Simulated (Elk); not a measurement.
# Worked example: self-consistent single point of HgTe (F-43m, 2 atoms in the cell) in Elk

Method of the run: PBE, all-electron FP-LAPW, Elk's shipped species files, APW+lo basis with extra local orbitals (Elk).

This input was run:

```
tasks
  0

xctype
  20

tforce
  .true.

rgkmax
  7.5

gmaxvr
  18.0

lmaxapw
  10

lmaxo
  8

nxlo
  2

lorbcnd
  .true.

lradstp
  2

nrmtscf
  2.0

rmtscf
  0.94

lmaxi
  4

swidth
  0.00183747

maxscl
  100

scale
  1.889726125

avec
    0.0000000000    3.2884630000    3.2884630000
    3.2884630000    0.0000000000    3.2884630000
    3.2884630000    3.2884630000    0.0000000000

atoms
  2
  'Hg.in'
  1
  0.0000000000  0.0000000000  0.0000000000    0.0 0.0 0.0
  'Te.in'
  1
  0.2500000000  0.2500000000  0.2500000000    0.0 0.0 0.0

ngridk
  9 9 9
```

Output (repeated stretches shortened):

```
│ Elk code version 10.2.4 │

All units are atomic (Hartree, Bohr, etc.)

│ Ground-state run starting from atomic densities │

Lattice vectors :
   0.000000000       6.214294442       6.214294442
   6.214294442       0.000000000       6.214294442
   6.214294442       6.214294442       0.000000000

Unit cell volume      :    479.9604771
Brillouin zone volume :   0.5168138321

Muffin-tin inner radius fraction :   0.1000000000E-01

Nuclei treated as point charges

Species :    1 (Hg)
 parameters loaded from : Hg.in
 name : mercury
 nuclear charge    :   -80.00000000
 electronic charge :    80.00000000
 atomic mass :    365653.2012
 muffin-tin radius :    2.632000000
 number of radial points in muffin-tin :   1399
 atomic positions (lattice), magnetic fields (Cartesian) :
   1 :   0.00000000  0.00000000  0.00000000    0.00000000  0.00000000  0.00000000

Species :    2 (Te)
 parameters loaded from : Te.in
 name : tellurium
 nuclear charge    :   -52.00000000
 electronic charge :    52.00000000
 atomic mass :    232600.5707
 muffin-tin radius :    2.444000000
 number of radial points in muffin-tin :   1199
 atomic positions (lattice), magnetic fields (Cartesian) :
   1 :   0.25000000  0.25000000  0.25000000    0.00000000  0.00000000  0.00000000

Total number of atoms per unit cell :    2

Spin treatment :
 spin-unpolarised

Number of Bravais lattice symmetries :   48
Number of crystal symmetries         :   24
Crystal has no inversion symmetry
Complex Hermitian eigensolver will be used

k-point grid :      9     9     9
k-point offset :    0.000000000       0.000000000       0.000000000
k-point set is reduced with full crystal symmetry group
Total number of k-points :       55

Muffin-tin radius times maximum |G+k| :    7.500000000
 using average radius
Maximum |G+k| for APW functions       :    2.955082742
Maximum (1/2)|G+k|²                   :    4.366257007
Maximum |G| for potential and density :    18.00000000
 potential will be trimmed for |G| > 2 gkmax
Constant for pseudocharge density :   12
Radial integration step length :    2

G-vector grid sizes :     54    54    54
Number of G-vectors :    47327

Maximum angular momentum used for
 APW functions                      :   10
 outer part of muffin-tin           :    8
 inner part of muffin-tin           :    4

Total nuclear charge    :   -132.0000000
Total core charge       :    98.00000000
Total valence charge    :    34.00000000
Total excess charge     :    0.000000000
Total electronic charge :    132.0000000

Effective Wigner radius, rₛ :   0.9539251784

Number of empty states         :    8
Total number of valence states :   25
Total number of core states    :   98

Conduction state local-orbitals added automatically
Total number of local-orbitals :  226

Exchange-correlation functional :     20     0     0
 Perdew-Burke-Ernzerhof, Phys. Rev. Lett. 77, 3865 (1996)
 gradient requirement :    1
 generalised gradient approximation (GGA)

Smearing type :    3
 Fermi-Dirac
Smearing width :   0.1837470000E-02
Effective electronic temperature (K) :    580.2271348

Mixing type :    3
 Broyden mixing, J. Phys. A: Math. Gen. 17, L317 (1984)

Kohn-Sham potential initialised from atomic data

│ Self-consistent loop started │
│ Loop number : 1 │
 total energy                :     -26459.8052788
│ Loop number : 2 │
 total energy                :     -26460.0514603
RMS change in Kohn-Sham potential (target) :   0.1394224329     (  0.1000000000E-05)
Absolute change in total energy (target)   :   0.2461814924     (  0.1000000000E-03)
│ Loop number : 3 │
 total energy                :     -26460.2314769
RMS change in Kohn-Sham potential (target) :   0.1308364973     (  0.1000000000E-05)
Absolute change in total energy (target)   :   0.2415619782     (  0.1000000000E-03)
│ Loop number : 4 │
 total energy                :     -26459.5148492
RMS change in Kohn-Sham potential (target) :   0.8346396130E-01 (  0.1000000000E-05)
Absolute change in total energy (target)   :   0.6562371691     (  0.1000000000E-03)
│ Loop number : 5 │
 total energy                :     -26458.9017007
RMS change in Kohn-Sham potential (target) :   0.3090406097E-01 (  0.1000000000E-05)
Absolute change in total energy (target)   :   0.7772077796     (  0.1000000000E-03)
│ Loop number : 6 │
 total energy                :     -26458.8079345
RMS change in Kohn-Sham potential (target) :   0.8047464834E-02 (  0.1000000000E-05)
Absolute change in total energy (target)   :   0.2880682122     (  0.1000000000E-03)
│ Loop number : 7 │
 total energy                :     -26458.8131485
RMS change in Kohn-Sham potential (target) :   0.2934940378E-03 (  0.1000000000E-05)
Absolute change in total energy (target)   :   0.6680298341E-01 (  0.1000000000E-03)
│ Loop number : 8 │
 total energy                :     -26458.8245367
RMS change in Kohn-Sham potential (target) :   0.7290540420E-04 (  0.1000000000E-05)
Absolute change in total energy (target)   :   0.5312551446E-02 (  0.1000000000E-03)
│ Loop number : 9 │
 total energy                :     -26458.8223761
RMS change in Kohn-Sham potential (target) :   0.3785247072E-04 (  0.1000000000E-05)
Absolute change in total energy (target)   :   0.3488744151E-02 (  0.1000000000E-03)
│ Loop number : 10 │
 total energy                :     -26458.8136533
RMS change in Kohn-Sham potential (target) :   0.1322502883E-04 (  0.1000000000E-05)
Absolute change in total energy (target)   :   0.9595022773E-02 (  0.1000000000E-03)
│ Loop number : 11 │
 total energy                :     -26458.8098054
RMS change in Kohn-Sham potential (target) :   0.4204048891E-05 (  0.1000000000E-05)
Absolute change in total energy (target)   :   0.6246653531E-02 (  0.1000000000E-03)
│ Loop number : 12 │
 total energy                :     -26458.8097655
RMS change in Kohn-Sham potential (target) :   0.1401801341E-05 (  0.1000000000E-05)
Absolute change in total energy (target)   :   0.1601527842E-02 (  0.1000000000E-03)
│ Loop number : 13 │
 total energy                :     -26458.8097737
RMS change in Kohn-Sham potential (target) :   0.4208737910E-06 (  0.1000000000E-05)
Absolute change in total energy (target)   :   0.3922107899E-03 (  0.1000000000E-03)
│ Loop number : 14 │
 total energy                :     -26458.8097508
RMS change in Kohn-Sham potential (target) :   0.1346768575E-06 (  0.1000000000E-05)
Absolute change in total energy (target)   :   0.1209263719E-03 (  0.1000000000E-03)
│ Loop number : 15 │
 total energy                :     -26458.8097516
RMS change in Kohn-Sham potential (target) :   0.5323914203E-07 (  0.1000000000E-05)
Absolute change in total energy (target)   :   0.2941530329E-04 (  0.1000000000E-03)
Convergence targets achieved

│ Loop number : 16 │

Energies :
 Fermi                       :     0.141832760129
 sum of eigenvalues          :     -16254.5869713
 electron kinetic            :      29877.6013667
 core electron kinetic       :      29503.5939254
 Coulomb                     :     -55786.4385020
 Coulomb potential           :     -45413.0741271
 nuclear-nuclear             :     -1681.96584353
 electron-nuclear            :     -62795.8711899
 Hartree                     :      8691.39853138
 Madelung                    :     -33079.9014385
 xc potential                :     -719.114210922
 exchange                    :     -542.264816482
 correlation                 :     -7.70778489437
 electron entropic           :    -0.182179169802E-04
 total energy                :     -26458.8097549

Density of states at Fermi energy :    1.308950024
 (states/Hartree/unit cell)

Estimated indirect band gap :   0.1941446206E-01
 from k-point      1 to k-point      2
Estimated direct band gap   :   0.2404713587E-01
 at k-point      2

Charges :
 core                        :    98.00000000
 valence                     :    34.00000000
 interstitial                :    3.981299730
 muffin-tins (core leakage)
  species :    1 (Hg)
   atom    1                 :    78.55110887     (  0.1846254127E-03)
  species :    2 (Te)
   atom    1                 :    49.46759140     (  0.9519772504E-03)
 total in muffin-tins        :    128.0187003
 total calculated charge     :    131.9989151
 total charge                :    132.0000000
 error                       :   0.1084853766E-02

│ Self-consistent loop stopped │

Forces :
 species :    1 (Hg)
  atom :    1
   Hellmann-Feynman          :     0.00000000    0.00000000   -0.00000000
   IBS                       :    -0.00000000   -0.00000000    0.00000000
   total force               :    -0.00000000   -0.00000000    0.00000000
   total magnitude           :     0.00000000
 species :    2 (Te)
  atom :    1
   Hellmann-Feynman          :     0.00000000   -0.00000000    0.00000000
   IBS                       :    -0.00000000    0.00000000   -0.00000000
   total force               :     0.00000000    0.00000000   -0.00000000
   total magnitude           :     0.00000000
```

The run converged in 16 iterations. The count includes the last loop, which Elk runs after its targets are met.

The starting cell has typed, rounded lattice constants, without a prior relaxation at this level. Its lattice was rescaled by a random factor within 2.5 % of one. Spin-orbit coupling is off. Values depend on the basis (sphere radii, cutoffs, local orbitals), which need not be converged. The run gives no clean gap (levels at the Fermi energy touch, overlap or are partly filled at this smearing), which alone does not show that the compound is a metal. The log's line on a gap gives a spacing of levels on this mesh, which the program prints for metals too.

Cost on one core of a shared machine: roughly 2 min.
